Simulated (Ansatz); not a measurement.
**BN: point defects**

Take an 8-atom supercell of BN in the zinc blende structure (space group F-43m, No. 216; a = 3.605 Å) at its relaxed geometry as the base.

One neutral defect a cell, atoms relaxed at fixed cell.

Method: plane-wave PAW DFT at the PBEsol level (Ansatz, a first-principles code, 420 eV), scalar-relativistic without spin-orbit coupling, earlier PAW set.

```csv
variant,pressure,largest displacement of a host atom from its site in the perfect cell
perfect supercell,0.0 GPa,–
"B vacancy, symmetric start",3.7 GPa,0.10 Å
H interstitial (started 1.56 Å from the nearest host atom),26.1 GPa,0.02 Å
"N vacancy, symmetric start",-4.4 GPa,0.08 Å
```

Other magnetic orders, which the real material may have, were not ruled out. The cell is small, so the values are those of an ordered compound at a high defect concentration; dilute-limit values will differ. A case with no gap was solved on a k-mesh chosen for an insulator, which is coarse for it. Defects with a symmetric start kept the site's symmetry and may sit on a saddle; the others started slightly shaken. Seeded moments were not kept for N vacancy.
